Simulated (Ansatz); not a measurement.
**A constructed model of the (110) surface of bcc Mo, a pseudomorphic layer of Ge in the host's stacking (bottom of the slab: a bare face, its two planes held)**

All values below come from PBE (plane waves to 420 eV, PAW; Ansatz, a first-principles code).

Set-up: 7 atoms, 13.6 Å thick at the start with caps and adatoms (thin: gaps and levels are the slab's own); mesh 14x14x1; 0.1 eV smearing; dipole correction on; 2 atoms held, the rest relaxed; start symmetry kept, larger cells not searched; no spin, no spin-orbit, no U. It is one candidate, not shown to be the stable structure of the face.

```json
{
 "work_function_of_the_top_face": "4.79 eV",
 "energy_released_by_relaxation": "0.061 eV",
 "cost": "roughly 3 core-minutes"
}
```
